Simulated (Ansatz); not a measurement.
Consider MgSe in the rock salt structure (space group Fm-3m, No. 225).

```xyz
2
Lattice="0.0000 2.7361 2.7361 2.7361 0.0000 2.7361 2.7361 2.7361 0.0000" Properties=species:S:1:pos:R:3 pbc="T T T"
Se     0.0000     0.0000     0.0000
Mg     2.7361     2.7361     2.7361
```

Computed with Ansatz (an electronic-structure program) r2SCAN, no spin-orbit coupling.

Base values:

| Item | Value |
|---|---|
| Band gap | 2.48 eV |
| Hole mass | 0.20, 0.79, 0.79 mₑ (at Γ) |
| Electron mass | 0.48 mₑ along k, 0.25 mₑ across (at X) |

The change: the cell is scaled by 1.0507 in all directions; the atoms relax in the strained cell.

Q: Predict the new band gap.

A: The band gap falls by 0.27 eV to 2.21 eV.

Q: Predict the new hole mass.

A: The hole mass (degenerate bands, along [100]) changes from 0.20, 0.79, 0.79 mₑ (at Γ) to 0.18, 0.94, 0.94 mₑ (at Γ).

Q: Estimate the effect on the electron mass.

A: The electron mass is still 0.48 mₑ along k, 0.25 mₑ across (at X).

Masses are band curvatures over ±0.01 Å⁻¹ around the edge. Along k means along the line from Γ to the band edge. No phonon test of stability was made.
